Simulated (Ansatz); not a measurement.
K2NiF4 (I4/mmm, No. 139) was calculated with HSE06 (PAW; Ansatz, a quantum-chemistry and plane-wave program).

Settings: plane-wave cutoff 460 eV, 8×8×8 k mesh, Fermi–Dirac smearing 0.01 eV, spin-polarised start, scalar-relativistic PAW data made under PBE.

Cell (relaxed with PBEsol):

K2NiF4 is modelled in the tetragonal space group I4/mmm (No. 139), Pearson symbol tI14. Cell: a = 4.005 Å, b = 4.005 Å, c = 12.960 Å, α = 90.00°, β = 90.00°, γ = 90.00°. K on 4e is coordinated by 9 F at 2.616–2.834 Å. Ni on 2a sees 6 F at 1.993–2.002 Å (octahedral). F1 on 4c is coordinated by 2 Ni at 2.002 Å and 4 K at 2.741 Å (octahedral). F2 on 4e is surrounded by 1 Ni at 1.993 Å and 1 K at 2.616 Å and 4 K at 2.834 Å (octahedral). (Neighbours: up to the widest gap in distance over summed covalent radii, below 1.35, at either atom; cation-cation and far metal-metal contacts left out.)
(The calculation used a cell of 7 atoms; values per cell refer to that cell.)

### Question
Estimate the band gap, smallest direct gap on the k points sampled and direct gap at Γ that the calculation returns.

### Answer

- band gap = 5.37 eV (indirect)
- smallest direct gap on the k points sampled = 5.89 eV
- direct gap at Γ = 6.01 eV

Note: the magnetic order was assumed, not searched for or taken from measurement; cell and atoms aren't relaxed at this level (largest force component 0.11 eV/Å, pressure 1.9 GPa).

Static lattice: no zero-point or thermal effects.
